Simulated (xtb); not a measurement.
xtb 6.7.1, GFN2-xTB: [OH][Al]([OH])[CH2][Si](F)(F)F, 12 atoms. The geometry is a generated start, not checked to be a minimum at this level.

```json
{
  "method": "GFN2-xTB",
  "--acc": "1 (default)",
  "--etemp (K)": "300 (default)",
  "detailed input (--input)": "none: ANC optimiser, Lindh (1995) Hessian, microcycle=20, maxdispl=1.0, hlow=0.01 (default)",
  "basis_functions": "48",
  "valence_electrons": "48"
}
```

```xyz
12

Si     1.6309     0.7589     0.2813
F      0.9805     1.7303     1.3565
F      3.0688     0.4855     0.9084
F      1.9357     1.7155    -0.9477
C      0.6700    -0.7777    -0.1389
Al    -1.3017    -0.3830    -0.2015
O     -2.2808    -1.6738     0.0447
O     -1.7318     1.1755    -0.4528
H      1.0086    -1.1774    -1.0960
H      0.8359    -1.5607     0.6025
H     -2.8862    -2.3877     0.1725
H     -1.9299     2.0945    -0.5290
```

The structure is relaxed from this start with --opt LEVEL for the levels crude, sloppy, loose, lax, normal, tight, vtight, extreme, once each. Up to the end of the extreme run atoms move by at most 1.7 Å along an axis.

### Question
Which level is enough to come within 5 meV of the tightest end point?

### Answer
normal: 66 cycles against 76, ending 0.088 meV above.

```tsv
level	cycles	energy above the extreme run (meV)	gradient norm (eV/Å)
crude	1	93	0.21
sloppy	1	93	0.21
loose	1	93	0.21
lax	13	83	0.092
normal	66	0.088	0.038
tight	68	0.033	0.012
vtight	73	under 0.01	0.0045
extreme	76	—	0.0022
```
